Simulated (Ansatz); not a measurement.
The starting structures come from a database of crystals and need not be the phases stable at ambient conditions.

# Evanescent states of LiH$_{2}$N (I-4, not sure to be the ambient phase, 16 atoms a cell, 7.8 Å³ an atom) along the normal of (001)

Method: PBEsol (plane waves, PAW; Ansatz, a program for electronic structure).

The gap is the functional's own, uncorrected, and κ follows it; spin-orbit coupling is left out. Mid-gap values are interpolated between the computed energies.

Energies count from the valence-band top; κ is the least over a 6×6 mesh across the current.

```json
[
 {"E (eV)": "0.08", "κ (1/Å)": "0.242", "where": "Γ"},
 {"E (eV)": "0.24", "κ (1/Å)": "0.281", "where": "Γ"},
 {"E (eV)": "0.40", "κ (1/Å)": "0.309", "where": "Γ"},
 {"E (eV)": "0.56", "κ (1/Å)": "0.329", "where": "Γ"},
 {"E (eV)": "0.72", "κ (1/Å)": "0.343", "where": "Γ"},
 {"E (eV)": "0.88", "κ (1/Å)": "0.352", "where": "Γ"},
 {"E (eV)": "1.04", "κ (1/Å)": "0.359", "where": "Γ"},
 {"E (eV)": "1.20", "κ (1/Å)": "0.362", "where": "Γ"},
 {"E (eV)": "1.36", "κ (1/Å)": "0.362", "where": "Γ"},
 {"E (eV)": "1.52", "κ (1/Å)": "0.359", "where": "Γ"},
 {"E (eV)": "1.68", "κ (1/Å)": "0.354", "where": "Γ"},
 {"E (eV)": "1.84", "κ (1/Å)": "0.347", "where": "Γ"},
 {"E (eV)": "2.00", "κ (1/Å)": "0.337", "where": "Γ"},
 {"E (eV)": "2.16", "κ (1/Å)": "0.324", "where": "Γ"},
 {"E (eV)": "2.32", "κ (1/Å)": "0.308", "where": "Γ"},
 {"E (eV)": "2.48", "κ (1/Å)": "0.288", "where": "Γ"},
 {"E (eV)": "2.64", "κ (1/Å)": "0.263", "where": "Γ"},
 {"E (eV)": "2.80", "κ (1/Å)": "0.232", "where": "Γ"},
 {"E (eV)": "2.96", "κ (1/Å)": "0.192", "where": "Γ"},
 {"E (eV)": "3.12", "κ (1/Å)": "0.132", "where": "Γ"}
]
```

Task: How thick must the barrier be to attenuate the transmission by 10^4 when the electrodes' Fermi level lies at 1.36 eV, and what attenuation does that film give at 0.08 eV?

Result: d = 4 ln 10 / (2 × 0.362) = 12.7 Å. At 0.08 eV it gives 4 × 0.242/0.362 = 2.7 decades.
